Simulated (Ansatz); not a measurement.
ZnS: energy against strain

ZnS (wurtzite, P6_3mc, 18.586 Å³/atom at rest, c along z) under an equal strain ε in the (0001) plane with the normal axis free, as in a coherent film. LDA in Ansatz, a plane-wave DFT program (PAW, default set), 420 eV, 10×10×6 Γ-centred mesh, Fermi-Dirac smearing 0.05 eV; ions are relaxed within the symmetry of each cell.

Here s stands for strain and y for E less E0.

```csv
strain (%),E less E0 (meV/atom)
-1.20,2.90
-0.60,0.72
0.00,0.00
0.60,0.72
1.20,2.81
3.00,?
```

**Question.** Using a parabola, estimate the missing y at s = 3.00 from the other rows, showing the fit.

**Answer.** Least squares gives y = 0.004 - 0.0300·s + 1.9802·s². Residuals (row less fit): 0.009, -0.015, -0.004, 0.021, -0.009; standard error 0.021 (degrees of freedom: 2). Twice the quadratic coefficient over the volume, 2 × 1.9802 meV × 10⁴ × 0.1602 / 18.586 Å³, is twice the biaxial elastic modulus of this plane = 341 ± 3 GPa. At the withheld row, y = 0.004 - 0.0300 × 3.0 + 1.9802 × 3.0² = 17.736 meV/atom. The calculation gives 16.99 meV/atom, 0.746 meV/atom below the prediction (4.4 % of the range of y in the table). The row lies outside the fitted rows, so this is an extrapolation. From the scatter of the fitted rows alone, a prediction at this place has a standard error of 0.132 meV/atom, so the miss is 5.7 times that.

One order more, fitted to all 11 runs of the series, follows each within 0.01, so the miss is the next term of a smooth law. ZnS is here the high-temperature form. Rows are the converged runs of the series near zero and its far end; series whose fitted rows scatter by over a few per cent of the range, as at a crossing or softening among them, aren't shown in this form. Most that stay on the fit to the last digits aren't either.
